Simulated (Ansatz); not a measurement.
Ansatz (an electronic-structure program) run on SrTiO3 (P1, 5 atoms in the cell): self-consistent single point.

Method: HSE06 (plane waves, PAW; Ansatz).

```xyz
5
Lattice="3.9127 0.0000 0.0000 0.0000 3.9127 0.0000 0.0000 0.0000 3.9127" Properties=species:S:1:pos:R:3 pbc="T T T"
Sr     0.0302    -0.0284    -0.0029
Ti     2.0674     1.9987     1.9971
O      1.9440     0.0443     1.9722
O     -0.0338     1.9707     1.9128
O      1.8613     1.8838    -0.0101
```

Reference input (self-consistent single point, DFT, HSE06, plane waves, default PAW files made with PBE): basis.ecutwfc = 420 eV; kpoints.mp_grid.grid = 4 4 4; hamiltonian.xc = hse06; hamiltonian.pseudopotentials = {kind: paw} (the program's default PAW files); scf.occupations.method = fixed. This run's input differs from it in these lines:

```diff
@@ -20,2 +20,3 @@
   occupations: { method: fixed }
+  mixing: { preconditioner: ldos }
 output:
```

The program printed (abridged):

```
Error: inconsistent input (scf.mixing.preconditioner, scf.occupations.method): ldos needs the smeared local DOS at the Fermi level to build its model. With no smearing kernel (method: fixed, a smearing width below the step floor, tetrahedron integration, or explicit occupations) the LDOS field is never tabulated. Use a smearing scheme with a finite width, or preconditioner: auto
```

The program stopped before any SCF iteration. 

The starting cell comes from a database of computed structures (which also holds hypothetical and non-ambient phases and stackings), without a prior relaxation at this level. Its atoms were displaced at random from the sites of space group no. 221.

Keys are those of Ansatz 0.2.
